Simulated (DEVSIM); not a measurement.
System: illuminated GaAs p-on-n cell, one wavelength, at 300 K.

| layer (left to right) | material | thickness (μm) | Nd (cm⁻³) | Na (cm⁻³) | τn (s) | τp (s) | absorption coefficient (cm⁻¹) |
|---|---|---|---|---|---|---|---|
| 1 | GaAs | 0.110 | - | 1e18 | 8.4e-10 | 2.5e-9 | 96000 |
| 2 | GaAs | 0.500 | 3.4e16 | - | 3.1e-8 | 3.1e-8 | 96000 |

Left contact: ohmic, minority electron recombination velocity 400 cm/s. Right contact: ohmic, minority hole recombination velocity 5000 cm/s. Voltage is applied to the left contact. Recombination: SRH at mid-gap, radiative, Auger. Light enters at the left, 5e17 photons cm⁻² s⁻¹, one pass, no reflection. Mobility is μmin + (μ − μmin)/(1 + (N/Nref)^α).

This is a model device: material constants are rounded textbook-type values typed into the input, and sizes, dopings and lifetimes were drawn at random. Values at 300 K.

```csv
parameter,GaAs
gap (eV),1.424
affinity (eV),4.07
permittivity,12.9
Nc (cm⁻³),4.7e17
Nv (cm⁻³),9e18
μn (cm²/Vs),8500
μp (cm²/Vs),400
"μn,min",500
"μp,min",20
"Nref,n",6e16
"Nref,p",1.5e17
αn,0.39
αp,0.38
B (cm³/s),2e-10
Cn (cm⁶/s),1e-30
Cp (cm⁶/s),1e-30
```

DEVSIM, 1D drift-diffusion, Boltzmann statistics, complete ionisation; no tunnelling, impact ionisation, image-force lowering or self-heating.

The photon flux was swept, all else fixed.

```
photon flux (cm^-2 s^-1)  open-circuit voltage (V)  short-circuit current (mA/cm²)  fill factor  largest power (mW/cm²)
------------------------  ------------------------  ------------------------------  -----------  ----------------------
1.5e16                                       0.942                            2.38         0.83                    1.87
5e16                                         0.981                            7.94         0.85                    6.62
1.5e17                                       1.013                            23.8         0.86                    20.8
5e17                                             …                               …         0.87                    72.5
1.5e18                                       1.077                             238         0.88                     226
5e18                                         1.110                             794         0.89                     781
1.5e19                                       1.139                            2380         0.89                    2410
```

Problem. Complete the blanks.

Solution. 
- 5e17, open-circuit voltage (V): 1.047
- 5e17, short-circuit current (mA/cm²): 79.4
